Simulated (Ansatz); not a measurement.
# Computed paths: Rh-vacancy pair in hcp Ru, neutral cell

Defect migration in hcp Ru: Rh-vacancy pair (Rh on one host Ru site, one Ru site vacant), neutral cell. These are PBE, PAW (plane waves to 420 eV; Ansatz, an electronic-structure program) values and carry that method's errors.

Settings: 36 host sites, the relaxed PBE lattice, a 2×2×2 k-point mesh shifted by half a step along c, smearing 0.10 eV, spin-restricted, no image-charge correction. Energies are static. Forms of the defect that were not tried may lie lower.

Barriers: single points on a 4×4×4 k-point mesh shifted by half a step along c at the bands' geometries (they differ from the bands' own by up to 0.15 eV, and are uncertain by about as much).

| Route | Start site over the lowest site run (eV) | Hop (Å) | Forward barrier (eV) | Backward barrier (eV) | Neighbours at the start | Neighbours at the saddle | Saddle order | Forward, on the band's own sampling (eV) |
|---|---|---|---|---|---|---|---|---|
| direct exchange of Rh with the vacancy (Rh-vacancy distance between ideal sites 2.72 Å throughout) | 0.05 | 2.72 | 1.98 | 1.98 | 4 Ru at 2.67, 2 Ru at 2.68, 3 Ru at 2.72, Ru at 2.73, Ru at 2.76 Å | Ru at 2.43, 2 Ru at 2.48, Ru at 2.68, 4 Ru at 2.83 Å | not checked, on a symmetry element | 2.13 |
| direct exchange of Rh with the vacancy (Rh-vacancy distance between ideal sites 2.66 Å throughout) | 0.00 | 2.59 | 2.11 | 2.11 | 3 Ru at 2.67, 2 Ru at 2.68, 2 Ru at 2.70, 2 Ru at 2.72, 2 Ru at 2.76 Å | 4 Ru at 2.50, 4 Ru at 3.02 Å | not checked, on a symmetry element | 2.12 |

Paths come from CI-NEB runs.  A band can be held on a symmetry element, so unchecked saddle points there may be too high.
